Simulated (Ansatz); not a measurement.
## SrTiO3 under a change: Sr → Be

Base system: SrTiO3 in the cubic perovskite structure (space group Pm-3m, No. 221; a = 3.8911 Å).

It is then changed as follows: full substitution Sr → Be; the structure is relaxed again.

Level of theory: Kohn–Sham DFT with the PBEsol functional, run in Ansatz (a quantum-chemistry and plane-wave program) with PAW and 420 eV plane waves, scalar-relativistic without spin-orbit coupling. Γ-centred 9×9×9 mesh, Fermi–Dirac width 0.05 eV.

The volume per atom decreases by 1.07 Å³ to 10.71 Å³ and the density decreases by 1.92 g/cm³ (5.17 g/cm³ → 3.25 g/cm³). The lattice parameter a drops by 0.122 Å (3.891 Å → 3.769 Å) and the shortest interatomic distance shrinks by 0.061 Å (1.946 Å → 1.885 Å). The band gap becomes zero (base: 1.85 eV).

The mesh was chosen for an insulator and is coarse for the gapless case. Stability against distortions was not tested. As relaxed here, TiBeO3 is a hypothetical phase, not in the database extracts checked. No Hubbard U is applied, and correlation can decide whether such a compound is a metal. The final runs are not spin-polarised. Many cubic perovskites are stable only at high temperature; tilts and polar distortions were not tested. A zero or small gap of TiBeO3 can be the functional's error rather than a property of the material.
